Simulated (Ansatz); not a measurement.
Base system: WSe₂ in the 2H-MoS2 type structure (space group P6_3/mmc, No. 194; a = 3.231 Å, c = 12.411 Å; layered, stacked along the Cartesian z axis). Axes: x lies along a and z along c of the hexagonal cell.

It is then changed as follows: compressive biaxial strain of 1.15 % in the plane normal to [001], as in epitaxy on a mismatched substrate; the out-of-plane cell vector and the atoms relax.

Levels (all Ansatz, a quantum-chemistry and plane-wave program, PAW): PBEsol-D3(BJ) (420 eV, no spin-orbit coupling); PBEsol+SOC (420 eV, noncollinear with spin-orbit coupling).

The geometry is relaxed with PBEsol-D3(BJ).

PBEsol-D3(BJ) band gap: 0.69 eV
PBEsol-D3(BJ) valence-band top at Γ: 0.00, -0.82, -1.27 eV
PBEsol-D3(BJ) hole mass: 1.3 mₑ out of plane, 0.69 mₑ in plane (at Γ)

Problem. How does going to PBEsol+SOC change the band gap, valence-band top at Γ and hole mass?

Solution. The band gap drops by 0.08 eV to 0.61 eV; the valence-band top at Γ (three highest Kramers pairs, from the VBM) goes from 0.00, -0.82, -1.27 eV to 0.00, -0.92, -1.16 eV; the hole mass goes from 1.3 mₑ out of plane, 0.69 mₑ in plane (at Γ) to 1.2 mₑ out of plane, 0.66 mₑ in plane (at Γ).

Single points use the geometry relaxed with PBEsol-D3(BJ). The spin-orbit shifts are approximate. With W present, leaving out spin-orbit coupling can change the band edges. Effective masses come from finite differences of ±0.01 Å⁻¹. Whether these cells are dynamically stable was not tested.
